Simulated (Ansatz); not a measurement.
# GaSb, pressure series

Base system: GaSb in the zinc blende structure (space group F-43m, No. 216; a = 6.1324 Å).

Cell and atoms are relaxed at each pressure.

All numbers come from DFT with r2SCAN, PAW potentials and a 500 eV plane-wave cutoff in Ansatz (a quantum-chemistry and plane-wave program), no spin-orbit coupling.

Computed cases, in order: pressure −2 GPa; pressure −1 GPa; 0 GPa (base); pressure 1.8 GPa; pressure 4.2 GPa; pressure 9 GPa; pressure 18 GPa; pressure 30 GPa; pressure 45 GPa; pressure 60 GPa.

### Question
Between which two neighbouring cases does the gap turn between direct and indirect?

### Answer
Between pressure 1.8 GPa (0.65 eV, direct at Γ) and pressure 4.2 GPa (0.84 eV, indirect, Γ → L). The whole series: pressure −2 GPa: 0.10 eV, direct at Γ; pressure −1 GPa: 0.26 eV, direct at Γ; 0 GPa (base): 0.41 eV, direct at Γ; pressure 1.8 GPa: 0.65 eV, direct at Γ; pressure 4.2 GPa: 0.84 eV, indirect, Γ → L; pressure 9 GPa: 0.91 eV, indirect, Γ → Γ–X (79 % along); pressure 18 GPa: 0.74 eV, indirect, Γ → Γ–X (79 % along); pressure 30 GPa: 0.54 eV, indirect, Γ → Γ–X (80 % along); pressure 45 GPa: 0.32 eV, indirect, Γ → Γ–X (80 % along); pressure 60 GPa: 0.13 eV, indirect, Γ → Γ–X (80 % along).

With Sb present, leaving out spin-orbit coupling can change the band edges. Load acts through the strain it causes; cell and atoms are relaxed under it. Whether these cells are dynamically stable was not tested. Tetrahedral semiconductors of this kind turn to denser phases somewhere between about 1 and 50 GPa; those were not computed, so compressed cells here can lie past the real transition. A zero or small gap of GaSb under pressure −2 GPa, GaSb under pressure −1 GPa and GaSb under pressure 60 GPa can be the functional's error rather than a property of the material.
